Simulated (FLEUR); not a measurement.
FLEUR run on InPd3 (I4/mmm, 4 atoms in the cell): self-consistent single point.

Method of the run: PBEsol, all-electron FLAPW (FLEUR), scalar-relativistic valence in FLEUR.

The change in words: lattice scaled by 0.98. Reference geometry:
```xyz
4
Lattice="-2.0662 2.0662 3.7595 2.0662 -2.0662 3.7595 2.0662 2.0662 -3.7595" Properties=species:S:1:pos:R:3 pbc="T T T"
In     0.0000     0.0000     0.0000
Pd     0.0000     2.0662     1.8798
Pd     2.0662     0.0000     1.8798
Pd     0.0000     0.0000     3.7595
```

Reference input (self-consistent single point, DFT, PBEsol, all-electron FLAPW (FLEUR), scalar-relativistic valence): Kmax = 4.1 1/bohr; GmaxXC = 14.3 1/bohr; xcFunctional = PBEs; jspins = 1; l_soc = F; mode = hist; fermiSmearingEnergy = 0.00367493 Htr; mesh (inpgen div1-3) = 9 9 9; inpgen gamma flag = false; Gmax = 14.3 1/bohr; numbands = 0; maxIterBroyd = 25. This run's input differs from it in these lines:

```diff
@@ -3,6 +3,6 @@
 &input film=f /
--0.4339299032 0.4339299032 0.7895629666
-0.4339299032 -0.4339299032 0.7895629666
-0.4339299032 0.4339299032 -0.7895629666
-8.9979212126
+-0.4339299166 0.4339299166 0.7895629519
+0.4339299166 -0.4339299166 0.7895629519
+0.4339299166 0.4339299166 -0.7895629519
+8.8179629523
 1.0 1.0 1.0
@@ -46,5 +46,5 @@
          <bravaisMatrix>
-            <row-1>   -3.9044670807847446     3.9044670807847446     7.1044253658535252</row-1>
-            <row-2>    3.9044670807847446    -3.9044670807847446     7.1044253658535252</row-2>
-            <row-3>    3.9044670807847446     3.9044670807847446    -7.1044253658535252</row-3>
+            <row-1>   -3.8263779284734292     3.8263779284734292     6.9623368583628276</row-1>
+            <row-2>    3.8263779284734292    -3.8263779284734292     6.9623368583628276</row-2>
+            <row-3>    3.8263779284734292     3.8263779284734292    -6.9623368583628276</row-3>
          </bravaisMatrix>
```

The program printed (abridged):

```
 Iteration:     1   Distance:      10.62540297 me/bohr^3
 Iteration:     2   Distance:       9.10468505 me/bohr^3
 Iteration:     3   Distance:       3.63040591 me/bohr^3
 Iteration:     4   Distance:       2.74486198 me/bohr^3
 Iteration:     5   Distance:       1.79628175 me/bohr^3
   [... 9 lines left out ...]
 Iteration:    15   Distance:       0.00040692 me/bohr^3
 Iteration:    16   Distance:       0.00002592 me/bohr^3
 Iteration:    17   Distance:       0.00002411 me/bohr^3
 Iteration:    18   Distance:       0.00000220 me/bohr^3
 Run finished successfully
 Stop message:
   Structural relaxation: Done

[file out, last iteration]
             iter=     19
[...]
          total density-effective poten   -3.4537256379E+04
          total charge density-energy d   -5.8274477398E+02
 Updated energy parameters for spin:           1
[...]
 fermi energy and band-weighting factors:

[...]
FERMIE:
          first approx. to ef    (T=0)  :   0.424771 htr   (energy of the highest occ. eigenvalue)
          number of occ. states  (T=0)  :       2288
          first approx. to seigv (T=0)  : -15.669423 htr
          sum of weights of occ. states :  30.510288
          sum of semicore charge        :   0.000000 e
FERHIS:  Fermi-Energy by histogram:
          bandgap                     :   0.000717 htr
   [... lines left out ...]
          charge neutrality (T=0)     :   0.020576    (zero if the highest occ. eigenvalue is "entirely" occupied)
     EF_NEWTON:  Adjust Fermi-Energy by Newton-Method.
 Direct bandgap for spin            1 :    8.1191977256679926E-003  Htr
 ---->    free energy=                    -21014.5576695102 htr
   [... lines left out ...]
 TOTAL FORCE FOR ATOM TYPE=  1  X=  0.000   Y=  0.000   Z=  0.000
                       FX_TOT= 0.000000 FY_TOT= 0.000000 FZ_TOT= 0.000000
 TOTAL FORCE FOR ATOM TYPE=  2  X=  3.826   Y=  0.000   Z= -3.481
                       FX_TOT= 0.000000 FY_TOT= 0.000000 FZ_TOT= 0.000000
 TOTAL FORCE FOR ATOM TYPE=  3  X=  0.000   Y=  0.000   Z=  6.962
                       FX_TOT= 0.000000 FY_TOT= 0.000000 FZ_TOT= 0.000000
 Structural relaxation: Done
```

The run converged in 18 iterations. FLEUR gives forces in its relaxation mode, with a further iteration, so its stop message speaks of a relaxation. Against the reference run the free energy rises by 8.1 meV/atom.

The starting cell comes from a database of computed structures (which also holds hypothetical and non-ambient phases and stackings), without a prior relaxation at this level. For this run, on top of that: lattice scaled by 0.98. Spin polarisation is off. Values depend on the basis (sphere radii, cutoffs, local orbitals), which need not be converged. The log's line on a gap gives a spacing of levels on this mesh, which the program prints for metals too.

Cost on one core of a shared machine: roughly 6 min.
